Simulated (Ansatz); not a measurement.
Data:

```
Sn
1.0
    4.65956     0.00000     0.00000
    0.00000     4.65956     0.00000
    2.32978    -2.32978     3.36003
Sn
2
Direct
  0.00000   0.00000   0.00000
  0.75000   0.75000   0.50000
```

No spin polarisation.

All numbers come from DFT with PBE, PAW potentials and a 420 eV plane-wave cutoff in Ansatz (a first-principles code), scalar-relativistic without spin-orbit coupling. Settings: 15×15×15 k-points, 0.1 eV Fermi–Dirac smearing.

### Question
Predict the mean in-plane stress (compression positive).

### Answer
+0.6 GPa.

### Question
Estimate the band gap.

### Answer
Zero.

### Question
What space group does the calculation give?

### Answer
I4_1/amd (No. 141).

The cells carry an imposed strain or load. No phonon test of stability was made. The cell was made from Sn in the diamond structure (space group Fd-3m, No. 227) by this change: biaxial strain −1.00 %, plane normal [001], relaxed out of plane.
